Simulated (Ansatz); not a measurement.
## HgSe, pressure series

The reference is HgSe in the zinc blende structure (space group F-43m, No. 216; a = 6.260 Å).

Cell and atoms are relaxed at each pressure.

The values are results of PBE (Ansatz, a quantum-chemistry and plane-wave program; PAW; 420 eV plane waves; no spin-orbit coupling), earlier PAW set, not measurements.

Notes on the quantities. enthalpy: H = E + PV relative to the base's energy.

| case | lattice parameter a | enthalpy |
|---|---|---|
| base | 6.260 Å | – |
| pressure −2 GPa | 6.374 Å | -0.39 eV/atom |
| pressure −1 GPa | 6.313 Å | -0.19 eV/atom |
| pressure 0.9 GPa | 6.219 Å | +0.17 eV/atom |
| pressure 2.1 GPa | 6.168 Å | +0.39 eV/atom |
| pressure 4.5 GPa | 6.084 Å | +0.82 eV/atom |
| pressure 9 GPa | 5.962 Å | +1.59 eV/atom |
| pressure 15 GPa | 5.839 Å | +2.55 eV/atom |
| pressure 22.5 GPa | … | +3.68 eV/atom |
| pressure 30 GPa | 5.631 Å | +4.75 eV/atom |

Some entries are withheld; estimate them.


- pressure 22.5 GPa, lattice parameter a: 5.723 Å

Load acts through the strain it causes; cell and atoms are relaxed under it. No phonon test of stability was made. Tetrahedral semiconductors of this kind turn to denser phases somewhere between about 1 and 50 GPa; those were not computed, so compressed cells here can lie past the real transition. The final runs are not spin-polarised.
